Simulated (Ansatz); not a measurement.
# Response to strain in InAs

Take InAs in the zinc blende structure (space group F-43m, No. 216; a = 6.109 Å) as the base. Axes: x, y, z lie along the cube axes.

Strains are applied to the cell and any free atomic positions relax; under biaxial strain the out-of-plane vector relaxes too; under stress the whole cell relaxes.

Computed with r2SCAN (Ansatz, an electronic-structure program), no spin-orbit coupling.

Notes on the quantities. energy relative to the base: free energy F.

```csv
variant,space group,volume per atom,energy relative to the base
base,F-43m (No. 216),28.50 Å³,0 meV/atom
"biaxial strain −0.20 %, plane normal [110], relaxed out of plane",Imm2 (No. 44),28.43 Å³,+0.1 meV/atom
isotropic strain +1.74 %,F-43m (No. 216),30.02 Å³,+13 meV/atom
isotropic strain +2.79 %,F-43m (No. 216),30.96 Å³,+32 meV/atom
isotropic strain +4.47 %,F-43m (No. 216),32.50 Å³,+78 meV/atom
uniaxial strain ε_xx = +4.41 %,I-4m2 (No. 119),29.76 Å³,+14 meV/atom
uniaxial strain ε_yy = −3.42 %,I-4m2 (No. 119),27.53 Å³,+8.8 meV/atom
"uniaxial stress, 8 GPa tension along z",I-4m2 (No. 119),29.85 Å³,+85 meV/atom
tensor shear ε_xz = −0.19 %,Imm2 (No. 44),28.50 Å³,0.0 meV/atom
tensor shear ε_xz = +2.76 %,Imm2 (No. 44),28.48 Å³,+10 meV/atom
```

A case with no gap was solved on a k-mesh chosen for an insulator, which is coarse for it. Beyond what the load breaks, stability against distortions was not tested. All final runs are without spin polarisation.
